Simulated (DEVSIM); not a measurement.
Structure: Pt/Al2O3/p-Si capacitor, at 300 K.

Layer 1 from the left is Al2O3, thickness (nm) 26.0. Layer 2 from the left is Si, thickness (nm) 490, Na (cm⁻³) 1.4e18.

Metal gate on the left, work function 5.6 eV. Fixed charge at the semiconductor interface -1e10 cm⁻² (in units of +e); no interface traps.

The device is made up for the run: typed textbook-type constants, with dimensions and the other settings drawn at random. Values at 300 K.

Al2O3: gap (eV) 6.8, affinity (eV) 1.35, permittivity 9. Si: gap (eV) 1.124, affinity (eV) 4.05, permittivity 11.7, Nc (cm⁻³) 2.86e19, Nv (cm⁻³) 3.1e19.

DEVSIM, 1D Poisson equation in equilibrium, Boltzmann statistics, complete ionisation; no quantum confinement or tunnelling. Metal contacts follow the ideal Schottky-Mott rule: no Fermi-level pinning, no interface dipoles.

Task: What does the simulation give for the flat-band voltage?

Result: flat-band voltage 0.51 V.
